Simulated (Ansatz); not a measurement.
## AlN: band gap against strain

AlN (wurtzite, P6_3mc, 10.461 Å³/atom at rest, c along z) under a strain ε along a direction in the basal plane (axis x), the other axes held. PBEsol in Ansatz, a plane-wave DFT program (PAW, default set), 420 eV, 12×12×7 Γ-centred mesh, Fermi-Dirac smearing 0.05 eV; ions are relaxed within the symmetry of each cell. Gaps are the smallest over the k-mesh and a band path, without spin-orbit coupling; in all rows the valence edge lies at Γ and the conduction edge at Γ.

Here s stands for strain and Eg for gap.

```
strain (%)  gap (eV)
----------  --------
-3.00              ?
-1.80          4.297
-1.20          4.229
-0.60          4.162
0.00           4.094
```

Question: Fit Eg against s with a straight line, and predict the withheld value at s = -3.00.

Answer: Means: s -0.90000, Eg 4.1955. About the means, the sum of products is -0.20280 and the sum of squares of s is 1.8000; the slope is their ratio. Least squares gives Eg = 4.0941 - 0.11267·s. Residuals (row less fit): 0.0001, -0.0003, 0.0003, -0.0001; standard error 0.0003 (degrees of freedom: 2). Over these rows the gap moves by -11 ± 0.02 eV per unit strain. At the withheld row, Eg = 4.0941 - 0.11267 × (-3.0) = 4.4321 eV. The calculation gives 4.409 eV, 0.0231 eV below the prediction (7.3 % of the range of Eg in the table). The row lies outside the fitted rows, so this is an extrapolation. The fitted rows scatter only by rounding.

One order more doesn't follow all runs of the series either: the slope changes along it, as where another band or valley takes over. Rows are the converged runs of the series near zero and its far end; series whose fitted rows scatter by over a few per cent of the range, as at a crossing or softening among them, aren't shown in this form. Most that stay on the fit to the last digits aren't either.
